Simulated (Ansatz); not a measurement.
Defect: interstitial Cu in alpha quartz, charge state +1. The step: Cu moves alone to another site; the atom moves 1.86 Å along (0.05, -0.05, 0.33) of the unit cell; the moving atom starts with neighbours 2 O at 1.92 Å and ends with 2 O at 1.92 Å. DFT values are from Ansatz (plane-wave PAW, 420 eV unless said) in a cell of 72 host sites, spin-restricted, static, with no finite-size correction. The charge state is imposed; whether it is stable for some Fermi level was not computed. Sites that were not tried may lie lower. For the PBE band: the saddle point's order was not checked.

```csv
Level,Forward barrier (eV),Cost of the band or of the saddle's single point
"PBE, the Γ point alone, band relaxed",0.09,around 15 core-minutes (rough)
"PBE, a 2×2×2 k-point mesh shifted by half a step along c, same geometries",0.09,very roughly 3 core-minutes
"r2SCAN at 500 eV, the Γ point alone, same geometries",0.08,about 100 core-seconds (a rough figure)
"HSE06, Γ point alone, same geometries",0.03,around 6 core-minutes (rough)
```

Ansatz is an electronic-structure program.
